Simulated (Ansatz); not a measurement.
# Ru: response to strain

Base system: Ru in the hcp (Mg type) structure (space group P6_3/mmc, No. 194; a = 2.676 Å, c = 4.224 Å; relaxed with 0.1 eV smearing). Axes: x lies along a and z along c of the hexagonal cell.

Strains are applied to the cell and any free atomic positions relax; under biaxial strain the out-of-plane vector relaxes too.

Calculations: Kohn–Sham DFT with the LDA functional, run in Ansatz (an electronic-structure program) with PAW and 420 eV plane waves, spin-orbit coupling left out.

Notes on the quantities. in-plane stress: mean in-plane stress (compression positive).

```json
[
 {"change": "base", "in-plane stress": "–", "volume per atom": "13.09 Å³"},
 {"change": "biaxial strain −3.00 %, plane normal [001], relaxed out of plane", "in-plane stress": "+27.5 GPa", "volume per atom": "12.52 Å³"},
 {"change": "biaxial strain −2.00 %, plane normal [001], relaxed out of plane", "in-plane stress": "+17.2 GPa", "volume per atom": "12.71 Å³"},
 {"change": "biaxial strain −1.50 %, plane normal [001], relaxed out of plane", "in-plane stress": "+12.5 GPa", "volume per atom": "12.81 Å³"},
 {"change": "biaxial strain −0.50 %, plane normal [001], relaxed out of plane", "in-plane stress": "+3.9 GPa", "volume per atom": "13.00 Å³"},
 {"change": "biaxial strain +0.50 %, plane normal [001], relaxed out of plane", "in-plane stress": "-3.7 GPa", "volume per atom": "13.19 Å³"},
 {"change": "biaxial strain +1.00 %, plane normal [001], relaxed out of plane", "in-plane stress": "-7.1 GPa", "volume per atom": "13.28 Å³"},
 {"change": "biaxial strain +1.50 %, plane normal [001], relaxed out of plane", "in-plane stress": "-10.4 GPa", "volume per atom": "13.38 Å³"},
 {"change": "biaxial strain +2.00 %, plane normal [001], relaxed out of plane", "in-plane stress": "-13.4 GPa", "volume per atom": "13.47 Å³"},
 {"change": "biaxial strain +3.00 %, plane normal [001], relaxed out of plane", "in-plane stress": "-18.9 GPa", "volume per atom": "13.66 Å³"}
]
```

No phonon test of stability was made. The final runs are not spin-polarised.
